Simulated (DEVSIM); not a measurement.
Structure: illuminated Si p-on-n cell, one wavelength, at 250 K.

Layer 1 from the left is Si, thickness (μm) 0.0580, Na (cm⁻³) 1.9e18, τn (s) 3.6e-7, τp (s) 9.2e-8, absorption coefficient (cm⁻¹) 190. Layer 2 from the left is Si, thickness (μm) 240, Nd (cm⁻³) 6.2e16, τn (s) 3.3e-6, τp (s) 3.3e-6, absorption coefficient (cm⁻¹) 190.

Left contact: ohmic, minority electron recombination velocity 60000 cm/s. Right contact: ohmic, minority hole recombination velocity 10 cm/s. Voltage is applied to the left contact. Recombination: SRH at mid-gap, radiative, Auger. Light enters at the left, 5.4e17 photons cm⁻² s⁻¹, one pass, no reflection. Mobility is μmin + (μ − μmin)/(1 + (N/Nref)^α).

This is a model device: material constants are rounded textbook-type values typed into the input, and sizes, dopings and lifetimes were drawn at random. Values at 300 K; Nc and Nv go as T^1.5, mobilities as T to minus their exponent, the gap by Varshni's rule with the affinity fixed.

Si: gap (eV) 1.124, affinity (eV) 4.05, permittivity 11.7, Nc (cm⁻³) 2.86e19, Nv (cm⁻³) 3.1e19, μn (cm²/Vs) 1417, μp (cm²/Vs) 470, μn,min 52, μp,min 45, Nref,n 9.7e16, Nref,p 2.2e17, αn 0.68, αp 0.72, T exponent of μn 2.3, T exponent of μp 2.2, B (cm³/s) 4.7e-15, Cn (cm⁶/s) 2.8e-31, Cp (cm⁶/s) 9.9e-32, Varshni α (eV/K) 0.000473, Varshni β (K) 636.

Simulated with DEVSIM: 1D drift-diffusion, Boltzmann statistics, complete ionisation; no tunnelling, impact ionisation, image-force lowering or self-heating.

Dark forward current:

| |V| (V) | |J| (A/cm²) |
|---|---|
| 0.05 | 3.667e-12 |
| 0.10 | 1.491e-11 |
| 0.15 | 5.183e-11 |
| 0.20 | 1.748e-10 |
| 0.25 | 5.884e-10 |
| 0.30 | 2.014e-9 |
| 0.35 | 7.227e-9 |
| 0.40 | 2.914e-8 |
| 0.45 | 1.473e-7 |
| 0.50 | 9.938e-7 |
| 0.55 | 8.395e-6 |
| 0.60 | 7.954e-5 |
| 0.65 | 0.0007892 |
| 0.70 | 0.007958 |
| 0.75 | 0.08026 |
| 0.80 | 0.7688 |
| 0.85 | 5.357 |
| 0.90 | 19.77 |
| 0.95 | 47.32 |
| 1.00 | 96.83 |
| 1.05 | 192.8 |
| 1.10 | 362.1 |
| 1.15 | 602.2 |
| 1.20 | 895.9 |
| 1.25 | 1231 |
| 1.30 | 1601 |

Task: Work out the local ideality factor n = ΔV / (kT/q · ln(J2/J1)) between the rows 0.10 and 0.15 V, 0.70 and 0.75 V, 1.25 and 1.30 V.

Result: kT/q = 21.54 mV. From 0.10 to 0.15 V: ln(5.183e-11/1.491e-11) = 1.246, n = 1.86, near the 2 of recombination in the depletion region. From 0.70 to 0.75 V: ln(0.08026/0.007958) = 2.311, n = 1.00, near the 1 of diffusion or emission over a barrier. From 1.25 to 1.30 V: ln(1601/1231) = 0.263, n = 8.83.

Task: What current could the absorbed light give at most, and what share is collected?

Result: Σ αd = 4.56, so qΦ(1 − exp(−Σ αd)) = 85.6 mA/cm². The simulated short-circuit current is 46.45 mA/cm², a share of 0.54.

Task: Estimate the open-circuit voltage by superposition: the voltage at which the dark current equals that short-circuit current.

Result: Interpolating ln J in the table gives 0.738 V. The simulation gives 0.738 V, the same within the digits that matter. Superposition holds where collection doesn't change with voltage.

Task: Estimate the fill factor from FF0 = (v − ln(v + 0.72))/(v + 1), v = qVoc/(nkT), with n from the dark curve.

Result: The rows about Voc, 0.70 and 0.75 V, give n = 1.00, so v = 34.1 and FF0 = 0.870. The simulation gives 0.869, the same within the digits that matter.
